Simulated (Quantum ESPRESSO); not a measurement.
Worked example: self-consistent single point of Ba3ZnN2O (P4/mmm, 7 atoms in the cell) in Quantum ESPRESSO.

Method: PBEsol, GBRV 1.5 ultrasoft (PBESOL) pseudopotentials (plane waves; Quantum ESPRESSO).

The change in words: lattice scaled by 0.98. Reference geometry:
```xyz
7
Lattice="4.0908 0.0000 0.0000 0.0000 4.0908 0.0000 0.0000 0.0000 9.1609" Properties=species:S:1:pos:R:3 pbc="T T T"
Ba     0.0000     0.0000     1.9960
Ba     0.0000     0.0000     7.1649
Ba     2.0454     2.0454     4.5804
Zn     2.0454     2.0454     0.0000
N      2.0454     2.0454     7.3336
N      2.0454     2.0454     1.8272
O      0.0000     0.0000     4.5804
```

Reference input (self-consistent single point, DFT, PBEsol, plane waves, GBRV 1.5 ultrasoft (PBESOL) pseudopotentials): ecutwfc = 50 Ry; ecutrho = 250 Ry; occupations = smearing; smearing = fd; degauss = 0.00147 Ry; K_POINTS = automatic 6 6 3 0 0 0; conv_thr = 1e-10 Ry. This run's input differs from it in these lines:

```diff
@@ -10,4 +10,4 @@
  ibrav = 6
- celldm(1) = 7.73057289
- celldm(3) = 2.2393604448
+ celldm(1) = 7.57596117
+ celldm(3) = 2.2393606327
  nat = 7
@@ -29,9 +29,9 @@
 ATOMIC_POSITIONS {angstrom}
-Ba    0.00000000    0.00000000    1.99597079
-Ba    0.00000000    0.00000000    7.16490121
-Ba    2.04542150    2.04542150    4.58043600
-Zn    2.04542150    2.04542150    0.00000000
-N     2.04542150    2.04542150    7.33364447
-N     2.04542150    2.04542150    1.82722753
-O     0.00000000    0.00000000    4.58043600
+Ba    0.00000000    0.00000000    1.95605147
+Ba    0.00000000    0.00000000    7.02160353
+Ba    2.00451300    2.00451300    4.48882750
+Zn    2.00451300    2.00451300    0.00000000
+N     2.00451300    2.00451300    7.18697193
+N     2.00451300    2.00451300    1.79068307
+O     0.00000000    0.00000000    4.48882750
 K_POINTS {automatic}
```

Output (repeated stretches shortened):

```
     Self-consistent Calculation

     iteration #  1     ecut=    50.00 Ry     beta= 0.70

     negative rho (up, down):  2.701E-01 0.000E+00

     total energy              =    -742.75171787 Ry
     estimated scf accuracy    <       3.15490857 Ry

     iteration #  2     ecut=    50.00 Ry     beta= 0.70

     negative rho (up, down):  2.605E-01 0.000E+00

     total energy              =    -741.07503694 Ry
     estimated scf accuracy    <      21.19259019 Ry

     iteration #  3     ecut=    50.00 Ry     beta= 0.70

     negative rho (up, down):  2.576E-01 0.000E+00

     total energy              =    -744.07826736 Ry
     estimated scf accuracy    <       4.64969970 Ry

   [... 11 blocks of this kind left out ...]

     iteration # 15     ecut=    50.00 Ry     beta= 0.70

     negative rho (up, down):  2.575E-01 0.000E+00

     total energy              =    -744.57892533 Ry
     estimated scf accuracy    <          4.7E-10 Ry

     iteration # 16     ecut=    50.00 Ry     beta= 0.70

     negative rho (up, down):  2.575E-01 0.000E+00
     End of self-consistent calculation

     the Fermi energy is    10.3369 ev

!    total energy              =    -744.57892533 Ry
     estimated scf accuracy    <          2.3E-11 Ry
     smearing contrib. (-TS)   =      -0.00000002 Ry
     internal energy E=F+TS    =    -744.57892530 Ry

     convergence has been achieved in  16 iterations

     negative rho (up, down):  2.575E-01 0.000E+00

     Forces acting on atoms (cartesian axes, Ry/au):

     atom    1 type  1   force =     0.00000000    0.00000000   -0.00761054
     atom    2 type  1   force =     0.00000000    0.00000000    0.00761054
     atom    3 type  1   force =     0.00000000    0.00000000    0.00000000
     atom    4 type  2   force =     0.00000000    0.00000000    0.00000000
     atom    5 type  3   force =     0.00000000    0.00000000   -0.01777107
   [... lines left out ...]
     Total force =     0.027340     Total SCF correction =     0.000006
   [... lines left out ...]

     negative rho (up, down):  2.575E-01 0.000E+00
          total   stress  (Ry/bohr**3)                   (kbar)     P=       37.24
   0.00019457   0.00000000   0.00000000           28.62        0.00        0.00
   0.00000000   0.00019457   0.00000000            0.00       28.62        0.00
   0.00000000   0.00000000   0.00037035            0.00        0.00       54.48

   JOB DONE.
```

The run converged in 16 iterations. Against the reference run the free energy goes up by 11.2 meV/atom, the pressure goes from -1.00 to 3.72 GPa, the largest force goes from 0.030 to 0.457 eV/Å and the gap on the mesh goes from 0.585 to 0.474 eV.

The starting cell comes from a database of computed structures (which also holds hypothetical and non-ambient phases and stackings), without a prior relaxation at this level. Its lattice was rescaled by a random factor within 2.5 % of one. For this run, on top of that: lattice scaled by 0.98. With a pressure of about 4 GPa the cell is away from its equilibrium volume at this level.

Cost on one core of a shared machine: roughly 2 min.
